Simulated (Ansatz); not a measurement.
# HfGe (model structure, started from the NiAs type, P6₃/mmc, No. 194, 4 atoms in the cell): lattice parameter a by level of theory

No measured value is used here.

| level (code) | value (Å) |
|---|---|
| PBE (Ansatz) | 3.817 |
| PBEsol (Ansatz) | 3.760 |
| PBE-D3(BJ) (Ansatz) | [?] |

Question: Some entries are withheld; supply them.

Answer: 
- PBE-D3(BJ) (Ansatz, an electronic-structure program), value (Å): 3.771

Density-functional levels without +SOC have no spin–orbit coupling. Ansatz's density-functional and Hartree–Fock values are scalar-relativistic unless marked +SOC, with PAW data made under PBE.

A model structure was made by putting elements into a prototype or built by hand; it is no filed structure, need not be a known phase, and can be a saddle point held by its symmetry.
